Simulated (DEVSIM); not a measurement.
Device: illuminated CdTe p-on-n cell, one wavelength, at 300 K.

| layer (left to right) | material | thickness (μm) | Nd (cm⁻³) | Na (cm⁻³) | τn (s) | τp (s) | absorption coefficient (cm⁻¹) |
|---|---|---|---|---|---|---|---|
| 1 | CdTe | 0.530 | - | 1.5e18 | 9.5e-12 | 5.4e-12 | 63000 |
| 2 | CdTe | 1.40 | 3.9e16 | - | 3.4e-10 | 3.4e-10 | 63000 |

Left contact: ohmic, minority electron recombination velocity 600 cm/s. Right contact: ohmic, minority hole recombination velocity 40 cm/s. Voltage is applied to the left contact. Recombination: SRH at mid-gap, radiative, Auger. Light enters at the left, 5.9e16 photons cm⁻² s⁻¹, one pass, no reflection. Mobility is μmin + (μ − μmin)/(1 + (N/Nref)^α).

Constants are typed, rounded textbook-type inputs, not results; the design itself was drawn at random and stands for no fabricated device. Values at 300 K.

| parameter | CdTe |
|---|---|
| gap (eV) | 1.5 |
| affinity (eV) | 4.28 |
| permittivity | 10.2 |
| Nc (cm⁻³) | 8e17 |
| Nv (cm⁻³) | 1.8e19 |
| μn (cm²/Vs) | 1000 |
| μp (cm²/Vs) | 80 |
| μn,min | 100 |
| μp,min | 10 |
| Nref,n | 1e17 |
| Nref,p | 1e17 |
| αn | 0.6 |
| αp | 0.6 |
| B (cm³/s) | 1e-10 |
| Cn (cm⁶/s) | 1e-30 |
| Cp (cm⁶/s) | 1e-30 |

Simulated with DEVSIM: 1D drift-diffusion, Boltzmann statistics, complete ionisation; no tunnelling, impact ionisation, image-force lowering or self-heating.

Base results: largest power (mW/cm²) 0.347; fill factor 0.74; short-circuit current (mA/cm²) 0.628; dark forward voltage at 1 A/cm² (V) 1.073.

Problem. What follows from this one change: doping Na of layer 1 1.5e+18 → 1.5e+17 cm^-3?

Solution. largest power 0.347 → 0.629 mW/cm²; fill factor 0.74 → 0.70; short-circuit current 0.628 → 1.16 mA/cm²; dark forward voltage at 1 A/cm² 1.073 → 1.040 V.

Problem. What follows from this one change: thickness of layer 1 0.53 → 2.7 μm?

Solution. largest power 0.347 → 1.85e-8 mW/cm²; fill factor 0.74 → 0.33; short-circuit current 0.628 → 7.34e-7 mA/cm²; dark forward voltage at 1 A/cm² little changed (1.073 V).

Problem. What follows from this one change: photon flux 5.9e+16 → 1.8e+18 cm^-2 s^-1?

Solution. largest power 0.347 → 13.3 mW/cm²; fill factor 0.74 → 0.76; short-circuit current 0.628 → 19.2 mA/cm²; dark forward voltage at 1 A/cm² little changed (1.073 V).
